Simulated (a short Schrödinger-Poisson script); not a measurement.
Stack: gated Al0.3Ga0.7As/GaAs δ-doped gas, at 300 K.

| layer | material | thickness (nm) | Na (cm⁻³) |
|---|---|---|---|
| 1 | Al0.3Ga0.7As | 15 | - |
| 2 | Al0.3Ga0.7As | 40 | - |
| 3 | GaAs | 6000 | 2e14 |

Constants are typed, rounded textbook-type inputs, not results; the design itself was drawn at random and stands for no fabricated device. Al0.3Ga0.7As: permittivity 12.05, conduction-band edge (eV) 0.237, gap (eV) 1.798, electron mass (mₑ) 0.0919, Nv at 300 K (cm⁻³) 9e18. GaAs: permittivity 12.9, conduction-band edge (eV) 0, gap (eV) 1.424, Nv at 300 K (cm⁻³) 9e18.

Channel valleys (confinement mass, in-plane density-of-states mass, number): Γ 0.067, 0.067, 1. At the gate the conduction-band edge of layer 1 lies 0.99 eV − eVg above the Fermi level of the channel; the field vanishes at the back. Sheet of ionised δ-doping: +1.8e12 e/cm² at 15 nm from the gate. The barrier under the gate holds no holes. Gaps are held at their typed values at every temperature. Mesh 0.08 nm at interfaces.

Solved with a short Schrödinger-Poisson script written for these runs: 1D Poisson equation in equilibrium, electrons quantum, Hartree (BenDaniel-Duke, 40 states a valley, the channel's in-plane mass for all, wave functions free to enter the barrier), parabolic valleys, classical holes, full ionisation, no traps, pinning or gate leakage.

### Question
List the lowest subbands of each valley and their electrons at Vg = 0.5 V.

### Answer
| valley | subband | energy from the Fermi level (meV) | electrons (cm⁻²) | share (%) |
|---|---|---|---|---|
| Γ | 0 | 58.4 | 7.18e10 | 43.9 |
| Γ | 1 | 80.5 | 3.15e10 | 19.3 |
| Γ | 2 | 95.8 | 1.75e10 | 10.7 |

All electrons: 1.64e11 cm⁻².
